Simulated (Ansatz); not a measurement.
ZnCu, pressure series

Start from ZnCu in the CsCl type structure (space group Pm-3m, No. 221; a = 2.9638 Å).

Cell and atoms are relaxed at each pressure.

Computed with PBE/PAW in Ansatz (a program for electronic structure), without spin-orbit coupling.

Notes on the quantities. enthalpy: H = E + PV relative to the base's energy.

| change | volume per atom | enthalpy |
|---|---|---|
| base | 13.02 Å³ | – |
| pressure −2 GPa | 13.26 Å³ | -0.16 eV/atom |
| pressure −1 GPa | 13.13 Å³ | -0.08 eV/atom |
| pressure 0.9 GPa | 12.92 Å³ | +0.07 eV/atom |
| pressure 2.1 GPa | 12.79 Å³ | +0.17 eV/atom |
| pressure 4.5 GPa | 12.56 Å³ | +0.36 eV/atom |
| pressure 9 GPa | 12.18 Å³ | +0.71 eV/atom |
| pressure 15 GPa | 11.76 Å³ | +1.15 eV/atom |
| pressure 22.5 GPa | 11.33 Å³ | +1.69 eV/atom |
| pressure 30 GPa | 10.97 Å³ | +2.22 eV/atom |

Load acts through the strain it causes; cell and atoms are relaxed under it. Whether these cells are dynamically stable was not tested. No other phases were tried under pressure. All final runs are without spin polarisation.
